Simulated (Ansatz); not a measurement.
The reference is a 12-atom supercell of Rh in the fcc (Cu type) structure (space group Fm-3m, No. 225; a = 3.800 Å) at its relaxed geometry.

All numbers come from plane-wave PAW DFT at the r2SCAN level (Ansatz, an electronic-structure program, 500 eV), no SOC.

Base values:

The pressure comes out as 0.0 GPa.

Perturbation: one Rh atom is replaced by C, atoms relaxed at fixed cell, starting from a slightly rattled geometry.

What does the calculation give for the shift of the substituted atom off its lattice site, pressure and largest displacement of a host atom from its site in the perfect cell after the change?

The shift of the substituted atom off its lattice site amounts to 1.18 Å; the pressure goes from zero to -1.8 GPa; the largest displacement of a host atom from its site in the perfect cell comes out as 0.37 Å.

The cell is small, so the values are those of an ordered compound at a high defect concentration; dilute-limit values will differ. The final runs are not spin-polarised. An odd electron count without spin: Rh11C. The defect cell is not spin-polarised.
